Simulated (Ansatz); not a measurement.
InAs: response to strain

The reference is InAs in the zinc blende structure (space group F-43m, No. 216; a = 6.026 Å). Axes: x, y, z lie along the cube axes.

Strains are applied to the cell and any free atomic positions relax.

Computed with DFT with LDA, PAW potentials and a 420 eV plane-wave cutoff in Ansatz (a first-principles code), scalar-relativistic without spin-orbit coupling.

Notes on the quantities. energy relative to the base: free energy F; pressure: mean of the normal stresses, compression positive.

| case | energy relative to the base | pressure | volume per atom |
|---|---|---|---|
| base | 0 meV/atom | 0.0 GPa | 27.35 Å³ |
| uniaxial strain ε_zz = −1.00 % | +0.7 meV/atom | 0.6 GPa | 27.08 Å³ |
| uniaxial strain ε_zz = −0.50 % | +0.2 meV/atom | 0.3 GPa | 27.22 Å³ |
| uniaxial strain ε_zz = +0.50 % | +0.2 meV/atom | -0.3 GPa | 27.49 Å³ |
| uniaxial strain ε_zz = +1.00 % | +0.7 meV/atom | -0.6 GPa | 27.63 Å³ |
| uniaxial strain ε_zz = +1.50 % | +1.6 meV/atom | -0.9 GPa | 27.76 Å³ |
| uniaxial strain ε_zz = +2.00 % | +2.8 meV/atom | -1.1 GPa | 27.90 Å³ |
| uniaxial strain ε_zz = +2.50 % | ___ | ___ | 28.04 Å³ |
| uniaxial strain ε_zz = +3.00 % | +6.3 meV/atom | -1.7 GPa | 28.17 Å³ |

Problem. Fill in the withheld entries from the trend.

Solution. 
- uniaxial strain ε_zz = +2.50 %, energy relative to the base: +4.4 meV/atom
- uniaxial strain ε_zz = +2.50 %, pressure: -1.4 GPa

The mesh was chosen for an insulator and is coarse for the gapless case. Whether these cells are dynamically stable was not tested. All final runs are without spin polarisation.
